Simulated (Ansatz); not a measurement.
The structure below was relaxed with PBEsol/PAW in Ansatz (an electronic-structure program), no spin-orbit coupling, earlier PAW set.

```xyz
2
Lattice="3.1264 0.0000 0.0000 -1.5632 2.7075 0.0000 0.0000 0.0000 5.6138" Properties=species:S:1:pos:R:3 pbc="T T T"
Ce     0.0000     1.8050     4.2103
Ce     1.5632     0.9025     1.4034
```

Q: Find the space group and the Wyckoff positions.

A: Space group P6₃/mmc (No. 194); a = b = 3.1264 Å, c = 5.6138 Å, α = β = 90.00°, γ = 120.00°

| atom | site | symmetry | x | y | z |
|---|---|---|---|---|---|
| Ce | 2d | -6m2 | 0.6667 | 0.3333 | 0.2500 |

Q: Describe the coordination.

A: The crystal has 2 atoms in its conventional cell. Conventional cell: a = b = 3.126 Å, c = 5.614 Å, α = β = 90.00°, γ = 120.00°. Ce sees 6 Ce at 3.126 Å and 6 Ce at 3.337 Å (anticuboctahedral). (Neighbours: up to the widest gap in distance over summed covalent radii, below 1.35, at either atom.)

Open 4f shells without U are poorly described, and the f state was not checked. Stability against distortions was not tested. Starting moments died away, wholly or in part, for Hf → Ce; another magnetic solution may exist. All final runs are without spin polarisation. The cell was made from Hf by this change: Hf → Ce; the result is a model cell.
